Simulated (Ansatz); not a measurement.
The starting structures come from a database of crystals and need not be the phases stable at ambient conditions.

## Evanescent states of CuI (P-3m1, not sure to be the ambient phase, 4 atoms a cell, 25.5 Å³ an atom) along the normal of (110)

Computed with r2SCAN (plane waves, PAW; Ansatz, an electronic-structure program).

The gap is the functional's own, uncorrected, and κ follows it; spin-orbit coupling is left out. Mid-gap values are interpolated between the computed energies.

Energies count from the valence-band top; κ is the least over a 4×4 mesh across the current.

```json
[
 {"E (eV)": "0.06", "κ (1/Å)": "0.062", "where": "Γ"},
 {"E (eV)": "0.17", "κ (1/Å)": "0.103", "where": "Γ"},
 {"E (eV)": "0.28", "κ (1/Å)": "0.128", "where": "Γ"},
 {"E (eV)": "0.39", "κ (1/Å)": "0.146", "where": "Γ"},
 {"E (eV)": "0.49", "κ (1/Å)": "(withheld)", "where": "Γ"},
 {"E (eV)": "0.60", "κ (1/Å)": "(withheld)", "where": "Γ"},
 {"E (eV)": "0.71", "κ (1/Å)": "(withheld)", "where": "Γ"},
 {"E (eV)": "0.82", "κ (1/Å)": "(withheld)", "where": "Γ"},
 {"E (eV)": "0.94", "κ (1/Å)": "(withheld)", "where": "Γ"},
 {"E (eV)": "1.04", "κ (1/Å)": "(withheld)", "where": "Γ"},
 {"E (eV)": "1.16", "κ (1/Å)": "(withheld)", "where": "Γ"},
 {"E (eV)": "1.26", "κ (1/Å)": "(withheld)", "where": "Γ"},
 {"E (eV)": "1.38", "κ (1/Å)": "(withheld)", "where": "Γ"},
 {"E (eV)": "1.49", "κ (1/Å)": "(withheld)", "where": "Γ"},
 {"E (eV)": "1.59", "κ (1/Å)": "(withheld)", "where": "Γ"},
 {"E (eV)": "1.71", "κ (1/Å)": "0.151", "where": "Γ"},
 {"E (eV)": "1.81", "κ (1/Å)": "0.134", "where": "Γ"},
 {"E (eV)": "1.93", "κ (1/Å)": "0.109", "where": "Γ"},
 {"E (eV)": "2.04", "κ (1/Å)": "0.070", "where": "Γ"}
]
```

Question: What belongs in the gaps?

Answer: 
- 0.49, κ (1/Å): 0.159
- 0.60, κ (1/Å): 0.169
- 0.71, κ (1/Å): 0.176
- 0.82, κ (1/Å): 0.181
- 0.94, κ (1/Å): 0.184
- 1.04, κ (1/Å): 0.186
- 1.16, κ (1/Å): 0.185
- 1.26, κ (1/Å): 0.183
- 1.38, κ (1/Å): 0.179
- 1.49, κ (1/Å): 0.172
- 1.59, κ (1/Å): 0.163
